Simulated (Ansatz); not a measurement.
An Ansatz (a program for electronic structure) input (DFT with r2SCAN, PAW potentials and a 500 eV plane-wave cutoff in Ansatz, no spin-orbit coupling):

Ansatz 0.2 input:
```yaml
crystal:
  lattice:
    - [4.1593025157, 0, 0]
    - [2.0796512578, 3.6020616406, 0]
    - [2.0796512578, -1.2006872135, 3.4175416763]
  atoms:
    - { symbol: In, position: [0, 0, 0] }
    - { symbol: P, position: [0.5, 0.25, 0.75] }
basis: { ecutwfc: 500, ecutrho_ratio: 4, xc_grid: 4, fft_grid_basis: typed }
kpoints: { mp_grid: { grid: [10, 10, 10] } }
hamiltonian:
  xc: r2scan
  dispersion: none
  pseudopotentials: { kind: paw }
scf: { occupations: { method: fermi_dirac, width: 0.05 } }
relax: { f_tol: 0.005, max_steps: 50, cell: { stress_tol: 0.01, fix: [a, b, gamma] } }
output: { forces: true, stress: true }
checkpoint: { write: state.ck, write_every: 1000 }
```

Task: Which symmetry and how many k-points will the program report, and about how many plane waves at Γ?

Result: Space group R3m (ITA 160) with 6 operations, k-points 116 of 1000, and 1303 plane waves at Γ.

Task: And the final pressure?

Result: 0.41 GPa (compression positive).

The cells carry an imposed strain or load. No phonon test of stability was made. The cell was made from InP in the zinc blende structure (space group F-43m, No. 216) by this change: biaxial strain −0.42 %, plane normal [111], relaxed out of plane.
